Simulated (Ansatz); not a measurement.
Take ZnO in the wurtzite structure (space group P6_3mc, No. 186; a = 3.280 Å, c = 5.294 Å) as the base.

All numbers come from plane-wave PAW DFT at the PBE level (Ansatz, a program for electronic structure, 420 eV), scalar-relativistic without spin-orbit coupling, earlier PAW set.

Base values:

Lattice parameter a: 328.0 pm
Band gap: 0.74 eV

The change: cell and atoms relaxed at a pressure of 0.3 GPa.

Problem. How does this affect the lattice parameter a and band gap?

Solution. The lattice parameter a decreases by 0.2 pm to 327.8 pm; the band gap stays 0.74 eV.

Load acts through the strain it causes; cell and atoms are relaxed under it. Gaps are read on the SCF mesh and a high-symmetry path. Whether these cells are dynamically stable was not tested.
